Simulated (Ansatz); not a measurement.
Results of r²SCAN-D4 in Ansatz (plane waves, PAW) for CaWO4 (I4₁/a, No. 88, 12 atoms in the cell; start mp-1103190).

Numerical settings: plane-wave cutoff 500 eV, 8×8×10 k mesh (along the axes of the cell as run), gaussian smearing 0.02 eV, no spin polarisation, scalar-relativistic PAW data made under PBE.

Cell (relaxed at this level):

```xyz
12
Lattice="3.6954 -5.6468 -0.0481 3.6954 5.6468 -0.0481 -3.6471 0.0000 3.7437" Properties=species:S:1:pos:R:3 pbc="T T T"
Ca     0.9601    -1.4117     2.7597
Ca     2.7836     1.4117     0.8879
W      0.9601     4.2353     2.7597
W      2.7836    -4.2353     0.8879
O      4.2434    -3.2606     0.5480
O     -0.4997     3.2606     3.0996
O      1.3238    -3.2606     1.2277
O      2.4199     3.2606     2.4199
O      1.2515    -0.4371     0.5241
O      2.4921     0.4371     3.1234
O      4.3157    -0.4371     1.2516
O     -0.5720     0.4371     2.3960
```

**Question.** What does this level give for the band gap?

**Answer.** 
* **band gap**: 4.60 eV (on the SCF k mesh)

Note: a distance lies near a switch of the dispersion term, which can move the cell; the relaxation could not lower the start's symmetry, so the cell can be a saddle point above a distorted one.

Spin–orbit coupling is not included.

Computed values are for the static lattice.

The result took about 15 core-minutes (a rough figure).

A start named mp-… is a Materials Project structure, which need not be a measured phase.

Ansatz is an electronic-structure program.
